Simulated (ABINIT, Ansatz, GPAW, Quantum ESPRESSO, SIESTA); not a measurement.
# GaPt (P2_13, 8 atoms in the cell) computed with different codes at matched settings

Self-consistent single point.

```
CELL_PARAMETERS angstrom
      4.89923     0.00000     0.00000
      0.00000     4.89923     0.00000
      0.00000     0.00000     4.89923
ATOMIC_POSITIONS crystal
  Ga 0.09298 0.09298 0.09298
  Ga 0.40702 0.90702 0.59298
  Ga 0.59298 0.40702 0.90702
  Ga 0.90702 0.59298 0.40702
  Pt 0.39943 0.39943 0.39943
  Pt 0.10057 0.60057 0.89943
  Pt 0.89943 0.10057 0.60057
  Pt 0.60057 0.89943 0.10057
```

All programs got the same cell, k-point mesh and kind of occupations (in Ansatz's words: kpoints.mp_grid.grid = 5 5 5; scf.occupations.method = gaussian; scf.occupations.width = 0.2 eV); potentials, basis and cutoffs are each program's usual ones.

```tsv
code	model	pressure (GPa)	largest force (eV/Å)	k-points	cutoff
GPAW	PBEsol, GPAW PAW datasets PBEsol (made by gpaw-setup)	1.07	0.055	11	600 eV
SIESTA	GGA PBEsol, numerical atomic orbitals DZP, PseudoDojo PBEsol standard norm-conserving potentials (rewritten from UPF to PSML)	1.18	0.068	63	grid 400 Ry
Ansatz	PBEsol, PAW files made with PBE	0.35	0.038	11	default
ABINIT	PBEsol, norm-conserving pseudopotentials (PseudoDojo nc-sr-04 PBEsol standard)	0.50	0.041	11	42 Ha
Quantum ESPRESSO	PBEsol, PseudoDojo standard norm-conserving (PBESOL) pseudopotentials	0.51	0.041	11	85 Ry
```

Size of the force on each atom (eV/Å): Sizes of forces hide their directions.

```tsv
code	Ga1	Ga2	Ga3	Ga4	Pt5	Pt6	Pt7	Pt8
GPAW	0.029	0.029	0.029	0.029	0.055	0.055	0.055	0.055
SIESTA	0.068	0.068	0.068	0.068	0.024	0.024	0.024	0.024
Ansatz	0.024	0.024	0.024	0.024	0.038	0.038	0.038	0.038
ABINIT	0.024	0.024	0.024	0.024	0.041	0.041	0.041	0.041
Quantum ESPRESSO	0.024	0.024	0.024	0.024	0.041	0.041	0.041	0.041
```

The spread over the programs that give each value: pressure within 0.83 GPa; largest force within 0.030 eV/Å.

The starting cell comes from a database of computed structures (which also holds hypothetical and non-ambient phases and stackings), without a prior relaxation at this level. Its lattice was rescaled by a random factor within 2.5 % of one. On Ansatz's run: Spin-orbit coupling is off. Spin polarisation is off.

Task: Why do the programs differ, and what cannot be compared?

Result: Differences of this kind can come from the potentials, where these differ, and from what each basis and cutoff leave unconverged. The valence holds different numbers of electrons (GPAW 76, SIESTA 124, Ansatz (a first-principles code) 124, ABINIT 124, Quantum ESPRESSO 124). The zero of total energies and Fermi levels follows the potentials and each program's conventions, so they are not compared here. SIESTA uses small atom-centred bases, whose incompleteness enters pressures, forces and empty levels differently from a plane-wave cutoff. Ansatz's pressure is given at a fixed set of plane waves, as the other plane-wave codes print theirs; with its correction for the finite basis it is 0.42 GPa. The programs reduce the same mesh by symmetry to different extents, which changes the work and not the result.

Left out of this page: CP2K (unsound by tests on forces, stress, charge or solver warnings); Elk (not drawn, or without a comparable value); FLEUR (with a known weakness of the program).

Keys are those of Ansatz 0.2.
